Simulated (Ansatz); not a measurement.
**TiP in the zinc blende structure (space group F-43m, No. 216; a hypothetical phase, not in the database extracts checked)**

```cif
data_P4Ti4
_chemical_formula_sum 'P4 Ti4'
_space_group_name_H-M_alt 'F-43m'
_space_group_IT_number 216
_space_group_name_Hall 'F -4 2 3'
_cell_length_a 5.53796
_cell_length_b 5.53796
_cell_length_c 5.53796
_cell_angle_alpha 90.000
_cell_angle_beta 90.000
_cell_angle_gamma 90.000
loop_
_atom_site_label
_atom_site_type_symbol
_atom_site_symmetry_multiplicity
_atom_site_Wyckoff_symbol
_atom_site_fract_x
_atom_site_fract_y
_atom_site_fract_z
_atom_site_occupancy
P1 P 4 c 0.25000 0.25000 0.25000 1
Ti1 Ti 4 a 0.00000 0.00000 0.00000 1
```
(The calculation used a cell of 2 atoms; values per cell refer to that cell.)

Calculations: Kohn–Sham DFT with the r2SCAN functional, run in Ansatz (a first-principles code) with PAW and 500 eV plane waves, without spin-orbit coupling. Settings: 15×15×15 k-points, 0.05 eV Fermi–Dirac smearing.

- Volume per atom = 21.23 Å³
- Density = 3.08 g/cm³
- Band gap = zero
- Total energy = -1632.415 eV/atom (σ→0; compares only within this code and set-up)

Stability against distortions was not tested. All final runs are without spin polarisation. An odd electron count without spin: TiP. TiP has a high density of states at the Fermi level and may be magnetic at this level.
